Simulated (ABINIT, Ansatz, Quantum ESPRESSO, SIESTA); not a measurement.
One structure in several programs: LaC2 (I4/mmm, 3 atoms in the cell)

Self-consistent single point, at a second geometry (lattice scaled by 0.98). First geometry:

```
CELL_PARAMETERS angstrom
     -1.97717     1.97717     3.28824
      1.97717    -1.97717     3.28824
      1.97717     1.97717    -3.28824
ATOMIC_POSITIONS crystal
  La 0.00000 0.00000 0.00000
  C  0.40186 0.40186 0.00000
  C  0.59814 0.59814 0.00000
```

Shared settings, as Ansatz (a first-principles code) writes them: kpoints.mp_grid.grid = 14 14 14; scf.occupations.method = fermi_dirac; scf.occupations.width = 0.0073 Ry. Potentials and cutoffs stand in the table.

```
code                                                                                                                                      model  ΔF from the first geometry (meV/atom)  pressure (GPa)  largest force (eV/Å)       cutoff
----------------  -----------------------------------------------------------------------------------------------------------------------------  -------------------------------------  --------------  --------------------  -----------
ABINIT                                                                                       PBEsol, PAW (JTH v2.0 PBE PAW, files made for PBE)                                    7.3            5.30                 1.847        26 Ha
Ansatz                                                                                                  PBEsol, default PAW files made with PBE                                    4.2            4.61                 1.754      default
Quantum ESPRESSO                                                                           PBEsol, GBRV 1.5 ultrasoft (PBESOL) pseudopotentials                                    6.4            5.10                 1.998        40 Ry
SIESTA            GGA PBEsol, numerical atomic orbitals DZP, PseudoDojo PBEsol standard norm-conserving potentials (rewritten from UPF to PSML)                                   32.5            9.85                 3.715  grid 350 Ry
```

The spread over the programs that give each value: ΔF from the first geometry within 28.3 meV/atom; pressure within 5.24 GPa; largest force within 1.961 eV/Å.

SIESTA uses small atom-centred bases, whose incompleteness enters pressures, forces and empty levels differently from a plane-wave cutoff. Ansatz's pressure is given at a fixed set of plane waves, as the other plane-wave codes print theirs; with its correction for the finite basis it is 4.83 GPa (the shift of 0.22 GPa shows how far the cutoff is from converged). In the pressure, SIESTA (by 4.75) lies more than 1 GPa from the median of the plane-wave programs.

The starting cell comes from a database of computed structures (which also holds hypothetical and non-ambient phases and stackings), without a prior relaxation at this level. Its lattice was rescaled by a random factor within 2.5 % of one. For this run, on top of that: lattice scaled by 0.98.

Keys are those of Ansatz 0.2.
